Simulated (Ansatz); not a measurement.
Results of revPBE (Ansatz, a first-principles code, plane waves, PAW) for B20 (FeSi-type) FeGe.

Run with plane-wave cutoff 520 eV, 12×12×12 k mesh, Fermi–Dirac smearing 0.05 eV, spin-polarised with parallel moments, scalar-relativistic PAW data made under PBE.

The cell is scaled about its equilibrium volume:

Shape and atoms are relaxed at each volume.

| V (Å³/atom) | P (GPa) | moment (μB per cell of 8 atoms) |
|---|---|---|
| 12.395 | 6.76 | 4.17 |
| 12.653 | 3.15 | 4.24 |
| 12.911 | 0.01 | 4.33 |
| 13.169 | -2.67 | 4.46 |
| 13.428 | -4.86 | 4.68 |

Note: the collinear magnetic order is the start's and need not be the measured one; the bulk modulus comes from volumes at which shape and atoms were relaxed.
